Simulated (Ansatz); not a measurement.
Computed with PBE (plane waves to 420 eV, PAW; Ansatz, an electronic-structure program).

Plane-averaged electrostatic potential energy along the normal, in eV from the Fermi level, for a constructed model of the (111) surface of fcc Ni, ferromagnetic, a pseudomorphic layer of Sn in the host's stacking (bottom of the slab: a bare face, its two planes held):

(z (Å), V (eV)): (3.77, 5.07); (4.06, 5.07); (4.35, 5.07); (4.64, 5.07); (4.93, 5.06); (5.22, 5.05); (5.51, 5.03); (5.80, 4.99); (6.09, 4.90); (6.38, 4.71); (6.67, 4.30); (6.96, 3.44); (7.25, 1.59); (7.54, -3.68); (7.83, -13.05); (8.12, -19.88); (8.41, -19.40); (8.70, -11.96); (8.99, -3.18); (9.28, -0.25); (9.57, -4.15); (9.86, -13.24); (10.15, -20.01); (10.44, -19.58); (10.73, -12.23); (11.02, -3.40); (11.31, -0.35); (11.60, -4.14); (11.89, -13.19); (12.18, -19.98); (12.47, -19.56); (12.76, -12.22); (13.05, -3.38); (13.34, -0.31); (13.63, -4.05); (13.92, -13.09); (14.21, -19.93); (14.50, -19.59); (14.79, -12.28); (15.08, -3.42); (15.37, -0.29); (15.66, -3.99); (15.95, -13.02); (16.24, -19.89); (16.53, -19.57); (16.82, -12.29); (17.11, -3.39); (17.40, -0.12); (17.69, -3.44); (17.98, -12.33); (18.27, -19.57); (18.56, -19.85); (18.85, -13.13); (19.14, -4.54); (19.43, -1.36); (19.72, -3.76); (20.01, -9.93); (20.30, -11.96); (20.59, -8.76); (20.88, -8.09); (21.17, -11.21); (21.46, -10.64); (21.75, -4.56); (22.04, -0.31); (22.33, 1.56); (22.62, 2.43); (22.91, 2.83); (23.20, 3.01); (23.49, 3.09); (23.78, 3.13); (24.07, 3.15); (24.36, 3.16); (24.65, 3.17); (24.94, 3.17); (25.23, 3.17)

Model: 7-atom slab, 12.5 Å thick at the start, 17x17x1 mesh, Fermi-Dirac 0.1 eV, dipole correction, 2 atoms held, the rest relaxed; symmetry of the start imposed; spin-polarised, ending with about 3.4 μB a cell; orders that need a larger cell were not tried, no spin-orbit, no U. It is one candidate, not shown to be the stable structure of the face.

Question: The surface cell has an area of 5.36 Å². What dipole along the normal does the step between the two vacuum levels imply?

Answer: the top vacuum level lies 1.90 eV below the bottom one; p = −ε₀ A ΔV (ε₀ = 0.005526 e/(V·Å)) gives 0.06 e·Å a cell.
